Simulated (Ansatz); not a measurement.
Ansatz (a program for electronic structure) run on Na2LiTlCl6 (P1, 10 atoms in the cell): self-consistent single point.

Method of the run: PBEsol, default PAW files made with PBE (plane waves; Ansatz).

```xyz
10
Lattice="0.0000 5.0532 5.0532 5.0532 0.0000 5.0532 5.0532 5.0532 0.0000" Properties=species:S:1:pos:R:3 pbc="T T T"
Na     7.5367     7.6232     7.6355
Na     2.5509     2.5077     2.5604
Li     5.0160     5.0617     5.0441
Tl    -0.0200    -0.0072     0.0088
Cl     2.5099     4.9876     4.9789
Cl     7.5053     5.0554     4.9931
Cl     5.1587     2.5290     5.0350
Cl     5.0407     7.5802     5.0801
Cl     5.0768     5.0528     2.5806
Cl     5.1039     5.0886     7.5625
```

Reference input (self-consistent single point, DFT, HSE06, plane waves, default PAW files made with PBE): basis.ecutwfc = 420 eV; kpoints.mp_grid.grid = 2 2 2; hamiltonian.xc = hse06; hamiltonian.pseudopotentials = {kind: paw} (the program's default PAW files); scf.occupations.method = fixed. This run's input differs from it in these lines:

Ansatz 0.2 input:
```diff
@@ -23,3 +23,3 @@
 hamiltonian:
-  xc: hse06
+  xc: pbesol
   pseudopotentials:
```

Output, abridged:

```
SCF iter   1: F=—  HF=-20827.474153 eV  |F-HF|=—  |Δ(HF+E_count)|=         —  Δρ=3.25e-3  dr2=3.88e-2  ethr=1.77e-3  ⟨swp⟩=4.9  Hψ=1365  notcnv=0  defer=60
all-band conjugate gradients solve this SCF's bands
preconditioner: auto → Resta (q_TF=auto, 2.225 Å⁻¹)
SCF iter   2: F=—  HF=-20827.460844 eV  |F-HF|=—  |Δ(HF+E_count)|=   1.33e-2  Δρ=1.23e-3  dr2=5.07e-3  ethr=5.11e-5  ⟨swp⟩=2.4  Hψ=641  notcnv=0  defer=64
   [... lines left out ...]
SCF iter   4: F=—  HF=-20827.459637 eV  |F-HF|=—  |Δ(HF+E_count)|=   3.70e-5  Δρ=1.17e-4  dr2=4.85e-5  ethr=5.29e-7  ⟨swp⟩=2.0  Hψ=640  notcnv=0  defer=64
SCF iter   5: F=—  HF=-20827.459506 eV  |F-HF|=—  |Δ(HF+E_count)|=   1.31e-4  Δρ=3.22e-5  dr2=5.20e-6  ethr=6.38e-8  ⟨swp⟩=2.0  Hψ=591  notcnv=0  defer=47
SCF iter   6: F=—  HF=-20827.459508 eV  |F-HF|=—  |Δ(HF+E_count)|=   1.46e-6  Δρ=7.00e-6  dr2=2.19e-7  ethr=6.85e-9  ⟨swp⟩=2.5  Hψ=609  notcnv=0  defer=57
SCF iter   7: F=-20827.459508 eV  HF=-20827.459508 eV  |F-HF|=4.53e-9  |Δ(HF+E_count)|=   5.71e-8  Δρ=2.44e-6  dr2=1.56e-8  ethr=1.32e-10  ⟨swp⟩=16.1  Hψ=2280  notcnv=0
SCF 1 converged in 7 iterations: F = -20827.459508 eV  dr2 = 1.56e-8
Free energy (F): -20827.459508 eV
Internal energy: -20827.459508 eV  (E = F + TS)
E sigma→0 (E₀):  -20827.459508 eV
Fermi energy:    1.501015 eV
--- Forces (eV/Å), atoms counted from 1 ---
  atom   1  Na    -0.07515753     0.01134004     0.06159269
  atom   2  Na    -0.01005864     0.00830214     0.02950362
  atom   3  Li    -0.02727640    -0.01795290     0.05890340
  atom   4  Tl    -0.25037474     0.12843677     0.06581396
  atom   5  Cl     0.43584653    -0.06828720     0.04929753
  atom   6  Cl     0.16362158     0.06029967    -0.01755763
  atom   7  Cl    -0.02169121     0.15895639     0.03701305
  atom   8  Cl    -0.09472346    -0.28586161     0.01273288
  atom   9  Cl    -0.03014774     0.01832067    -0.04689315
  atom  10  Cl    -0.09002495    -0.01355848    -0.25043209
--- Stress (GPa, compression-positive) ---
       -0.012467      -0.010806       0.045681
       -0.010806       0.178193       0.010391
        0.045681       0.010391      -0.070993
  P = ⅓ Tr σ = 0.0316 GPa (0.316 kbar)
  The stress holds the Pulay correction. Without it, at fixed plane waves, as pw.x and ABINIT print it: P = 0.0207 GPa
```

The run converged in 7 iterations. Against the reference run the pressure goes from 0.54 to 0.03 GPa, the largest force goes from 0.398 to 0.444 eV/Å and the gap on the mesh goes from 3.090 to 1.750 eV.

The starting cell comes from a database of computed structures (which also holds hypothetical and non-ambient phases and stackings), without a prior relaxation at this level. Its atoms were displaced at random from the sites of space group no. 225. Spin-orbit coupling is off. Ansatz's pressure includes its estimate of the finite-basis (Pulay) stress.
